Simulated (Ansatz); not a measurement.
Fluorite PbF2 (high-temperature phase), treated with PBE0 in Ansatz (PAW).

Settings: plane-wave cutoff 520 eV, 6×6×6 k mesh, scalar-relativistic PAW data made under PBE.

Computed at the level's own relaxed cell.

```
CELL_PARAMETERS angstrom
      0.00000     2.97440     2.97440
      2.97440     0.00000     2.97440
      2.97440     2.97440     0.00000
ATOMIC_POSITIONS crystal
  Pb 0.00000 0.00000 0.00000
  F  0.25000 0.25000 0.25000
  F  0.75000 0.75000 0.75000
```

Task: Give the elastic tensor (Voigt notation, GPa, ions relaxed, in the Cartesian axes of the cell as printed).

Result: 
```
  110.1    53.0    53.0     0.0     0.0     0.0
   53.0   110.1    53.0     0.0     0.0     0.0
   53.0    53.0   110.1     0.0     0.0     0.0
    0.0     0.0     0.0    22.7     0.0     0.0
    0.0     0.0     0.0     0.0    22.7     0.0
    0.0     0.0     0.0     0.0     0.0    22.7
```

Measured, for comparison: elastic constant C11 96.1 ± 0.09 GPa, elastic constant C44 20.8 ± 0.01 GPa (room temperature, no zero-point or thermal correction; as tabulated in Jamieson, Manghnani, Matsui, Ming, J. Geophys. Res. 91, 4643 (1986)). Computed (rounded) less measured: elastic constant C11 +14 %, elastic constant C44 +9 %. A static lattice is as a rule a little smaller and stiffer than an uncorrected measurement, which narrows the difference in the elastic constant C44 and would widen misses of the other sign.

Spin–orbit coupling is not included; it can shift volumes and moduli of such heavy elements.

The computed numbers hold no vibrational or temperature effects.

Ansatz is an electronic-structure program.
